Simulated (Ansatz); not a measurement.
Base system: Co in the hcp (Mg type) structure (space group P6_3/mmc, No. 194; a = 2.4572 Å, c = 3.9687 Å; ferromagnetic).

All numbers come from PBEsol, PAW, 420 eV (Ansatz, a program for electronic structure; no spin-orbit coupling).

Base values:

The magnetic state comes out as ferromagnetic and the lattice parameter a is 2.457 Å.

Perturbation: a hydrostatic pressure of 10 GPa.

### Question
How does this affect the magnetic state?

### Answer
The magnetic state remains ferromagnetic.

### Question
How does this affect the lattice parameter a?

### Answer
The lattice parameter a falls by 0.0306 Å, from 2.457 Å to 2.427 Å.

Other magnetic orders, which the real material may have, were not ruled out. Load acts through the strain it causes; cell and atoms are relaxed under it. Whether these cells are dynamically stable was not tested. No other phases were tried under pressure.
